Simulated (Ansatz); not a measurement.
We consider CsCl-type LiH (model structure), described by LDA (plane waves, PAW; Ansatz, a program for electronic structure).

Run with plane-wave cutoff 500 eV, 12×12×12 k mesh, gaussian smearing 0.02 eV, scalar-relativistic PAW data made under PBE.

Cell (relaxed at this level):

```xyz
2
Lattice="2.4464 0.0000 0.0000 0.0000 2.4464 0.0000 0.0000 0.0000 2.4464" Properties=species:S:1:pos:R:3 pbc="T T T"
Li     0.0000     0.0000     0.0000
H      1.2232     1.2232     1.2232
```

Predict the band gap.


band gap: 0.34 eV (on the SCF k mesh)

Note: the relaxation could raise the start's symmetry but not lower it, so the cell can be a saddle point.

Computed values are for the static lattice.

A model structure was made by putting elements into a prototype or built by hand; it is no filed structure, need not be a known phase, and can be a saddle point held by its symmetry.
